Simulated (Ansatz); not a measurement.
## A computed series for InAs: pressure series

Start from InAs in the zinc blende structure (space group F-43m, No. 216; a = 6.186 Å).

Cell and atoms are relaxed at each pressure.

Levels (all Ansatz, a quantum-chemistry and plane-wave program, PAW): PBE (420 eV, without spin-orbit coupling); PBE+SOC (420 eV, noncollinear with spin-orbit coupling); r2SCAN (500 eV, no SOC).

Band gaps by level, all at the geometries relaxed with PBE:

```csv
case,PBE,PBE+SOC,r2SCAN
base,zero,zero,zero
pressure −2 GPa,zero,zero,zero
pressure 1.8 GPa,zero,zero,–
pressure 4.2 GPa,zero,zero,0.27 eV
pressure 9 GPa,0.14 eV,zero,0.62 eV
pressure 18 GPa,0.58 eV,0.46 eV,1.08 eV
pressure 45 GPa,0.87 eV,0.75 eV,1.17 eV
pressure 60 GPa,0.69 eV,0.57 eV,1.00 eV
```

Single points use the geometry relaxed with PBE. The mesh was chosen for an insulator and is coarse for the gapless case. The spin-orbit shifts are approximate. Load acts through the strain it causes; cell and atoms are relaxed under it. Whether these cells are dynamically stable was not tested. The runs without spin-orbit coupling are not spin-polarised. Measured, InAs leaves this structure (for rock salt) near 7 GPa (temperature not stated; as listed in Datta, Sujoy, Jana, Debnarayan, arXiv (2020)). Gaps under 0.05 eV, about the width of the smearing, are given as zero. The zero or small gap of InAs can change with the level of theory.
